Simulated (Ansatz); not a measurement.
The parent structure is Mo in the bcc (W type) structure (space group Im-3m, No. 229; relaxed with 0.1 eV smearing).

```xyz
1
Lattice="-1.5558 1.5558 1.5558 1.5558 -1.5558 1.5558 1.5558 1.5558 -1.5558" Properties=species:S:1:pos:R:3 pbc="T T T"
Mo     0.0000     0.0000     0.0000
```

Cartesian axes are those of the cell as printed.

Calculations: LDA in Ansatz (plane waves to 420 eV, PAW, without spin-orbit coupling).

Base values:

- Pressure = 0.0 GPa

Modification: biaxial strain +1.00 %, plane normal [001], relaxed out of plane (Cartesian); in-plane vectors clamped, the third vector and the atoms free.

### Question
Estimate the effect on the pressure, out-of-plane strain and energy relative to the base.

### Answer
The pressure (mean of the normal stresses, compression positive) goes from zero to -3.7 GPa; the out-of-plane strain amounts to -0.68 %; the energy rises by 5.2 meV/atom.

No phonon test of stability was made. All final runs are without spin polarisation.

Ansatz is a first-principles code.
